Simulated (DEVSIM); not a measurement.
Structure: Schottky contact on p-type Si, at 350 K.

```csv
layer (left to right),material,thickness (μm),Na (cm⁻³),τn (s),τp (s)
1,Si,0.480,1.1e16,4.3e-5,4.3e-5
```

Left contact: Schottky, work function 4.544 eV, emission velocity 9.6e6 cm/s. Right contact: ohmic. Voltage is applied to the left contact. Recombination: SRH at mid-gap, radiative. Gap narrowing is on: ΔEg = 6.92 meV × (l + √(l² + 0.5)), l = ln(N/1.3e17 cm⁻³), shared equally by both band edges. Mobility is constant in doping. Where it depends on doping, it is μmin + (μ − μmin)/(1 + (N/Nref)^α).

This is a model device: material constants are rounded textbook-type values typed into the input, and sizes, dopings and lifetimes were drawn at random. Values at 300 K; Nc and Nv go as T^1.5, mobilities as T to minus their exponent, the gap by Varshni's rule with the affinity fixed. The table also holds parameters that only a changed run uses.

| parameter | Si |
|---|---|
| gap (eV) | 1.124 |
| affinity (eV) | 4.05 |
| permittivity | 11.7 |
| Nc (cm⁻³) | 2.86e19 |
| Nv (cm⁻³) | 3.1e19 |
| μn (cm²/Vs) | 1417 |
| μp (cm²/Vs) | 470 |
| μn,min | 52 |
| μp,min | 45 |
| Nref,n | 9.7e16 |
| Nref,p | 2.2e17 |
| αn | 0.68 |
| αp | 0.72 |
| T exponent of μn | 2.3 |
| T exponent of μp | 2.2 |
| B (cm³/s) | 4.7e-15 |
| Cn (cm⁶/s) | 2.8e-31 |
| Cp (cm⁶/s) | 9.9e-32 |
| Varshni α (eV/K) | 0.000473 |
| Varshni β (K) | 636 |

Model (solved in DEVSIM): 1D drift-diffusion, Boltzmann statistics, complete ionisation; no tunnelling, impact ionisation, image-force lowering or self-heating. Metal contacts follow the ideal Schottky-Mott rule: no Fermi-level pinning, no interface dipoles.

Base results: potential step across the device at zero bias (V) 0.370; dark forward voltage at 1 A/cm² (V) 0.100; largest field in the device at zero bias (V/cm) 34000; dark forward voltage at 100 A/cm² (V) 0.256.

### Question
What follows from this one change: metal work function 4.544 → 4.494 eV?

### Answer
potential step across the device at zero bias 0.370 → 0.420 V; dark forward voltage at 1 A/cm² 0.100 → 0.149 V; largest field in the device at zero bias little changed (36000 V/cm); dark forward voltage at 100 A/cm² 0.256 → 0.306 V.

### Question
What follows from this one change: temperature 350 → 300 K?

### Answer
potential step across the device at zero bias 0.370 → 0.424 V; dark forward voltage at 1 A/cm² 0.100 → 0.188 V; largest field in the device at zero bias 34000 → 37000 V/cm; dark forward voltage at 100 A/cm² 0.256 → 0.322 V.

### Question
What follows from this one change: thickness of layer 1 0.48 → 0.17 μm?

### Answer
potential step across the device at zero bias little changed (0.370 V); dark forward voltage at 1 A/cm² little changed (0.099 V); largest field in the device at zero bias little changed (36000 V/cm); dark forward voltage at 100 A/cm² 0.256 → 0.249 V.

### Question
What follows from this one change: metal work function 4.544 → 4.594 eV?

### Answer
potential step across the device at zero bias 0.370 → 0.320 V; dark forward voltage at 1 A/cm² 0.100 → 0.055 V; largest field in the device at zero bias 34000 → 31000 V/cm; dark forward voltage at 100 A/cm² 0.256 → 0.206 V.

### Question
What follows from this one change: doping Na of layer 1 1.1e+16 → 3.3e+16 cm^-3?

### Answer
potential step across the device at zero bias 0.370 → 0.403 V; dark forward voltage at 1 A/cm² 0.100 → 0.092 V; largest field in the device at zero bias 34000 → 61000 V/cm; dark forward voltage at 100 A/cm² 0.256 → 0.237 V.
